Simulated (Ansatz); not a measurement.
MgS (P6₃mc, No. 186, 4 atoms in the cell; start mp-1185942; a measured phase of this formula has another space group) was calculated with r²SCAN0 in Ansatz (plane waves, PAW).

Numerical settings: plane-wave cutoff 520 eV, 9×9×4 k mesh (along the axes of the cell as run), Fermi–Dirac smearing 0.01 eV, scalar-relativistic PAW data made under PBE.

The cell is the one relaxed with PBEsol. Conventional cell: a = 4.0285 Å, b = 4.0285 Å, c = 6.4160 Å, α = 90.00°, β = 90.00°, γ = 120.00°.

```yaml
crystal:
  lattice:
    - [4.02849, 0.00000, 0.00000]
    - [-2.01425, 3.48878, 0.00000]
    - [0.00000, 0.00000, 6.41601]
  atoms:
    - { symbol: Mg, position: [0.66667, 0.33333, 0.49628] }
    - { symbol: Mg, position: [0.33333, 0.66667, 0.99628] }
    - { symbol: S, position: [0.33333, 0.66667, 0.37871] }
    - { symbol: S, position: [0.66667, 0.33333, 0.87871] }
```

Q: List the 10 lowest band energies at Γ above −25 eV (eV, relative to the valence band maximum), grouping those that round alike.

A: At Γ: -12.93, -12.10, -3.59, -0.64 (×2), -0.17 (×2), 0.00, 5.60, 6.94.

Note: the run warned that its exchange threshold was loose for the stress.

A start named mp-… is a Materials Project structure, which need not be a measured phase.

Ansatz is a first-principles code.
